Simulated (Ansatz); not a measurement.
Given:

End structure of NH3 on the 1x1 (110) surface of bcc W, one in a 2x2 cell, started at the site 'bridge W-W (span 3.2 Å)':

```
CELL_PARAMETERS angstrom
      5.51535     0.00000     0.00000
     -1.83845     5.19992     0.00000
      0.00000     0.00000    26.00000
ATOMIC_POSITIONS crystal
  W  0.25000 0.25000 0.37289
  W  0.25000 0.75000 0.37289
  W  0.75000 0.25000 0.37289
  W  0.75000 0.75000 0.37289
  W  0.00000 0.00000 0.45653
  W  0.00000 0.50000 0.45653
  W  0.50000 0.00000 0.45653
  W  0.50000 0.50000 0.45653
  W  0.24900 0.24887 0.54329
  W  0.25188 0.74805 0.54356
  W  0.74816 0.25181 0.54355
  W  0.75077 0.75067 0.54329
  W  0.99967 0.99945 0.62723
  W  0.00038 0.49976 0.62636
  W  0.49996 0.00036 0.62636
  W  0.49969 0.49969 0.63163
  N  0.49658 0.49863 0.71995
  H  0.67156 0.50076 0.73350
  H  0.45964 0.65798 0.73299
  H  0.35582 0.33626 0.73257
```

Slab: 20 atoms, 6.6 Å thick at the start under the adsorbate (thin: gaps and levels are the slab's own); k 6x6x1, smearing 0.1 eV, dipole-corrected; 8 atoms held, the rest relaxed; no symmetry held; no spin, no spin-orbit, no U, no dispersion correction. At the end it is bonded to W. In PBE it is, or lies within 0.03 eV of, the lowest of the starts that converged.

A negative adsorption energy means that the adsorbate is more stable on the surface than in its reference.

Problem. What is the computed change of the work function (Ansatz (an electronic-structure program) with PBE)?

Solution. -2.22 eV

Problem. What is the computed adsorption energy against NH3(g) (PBE)?

Solution. -0.86 eV

Problem. What work function of the top face does PBE give?

Solution. 2.60 eV

Problem. What change of the step from the bottom to the top vacuum level, against the clean slab does PBE give?

Solution. -2.20 eV
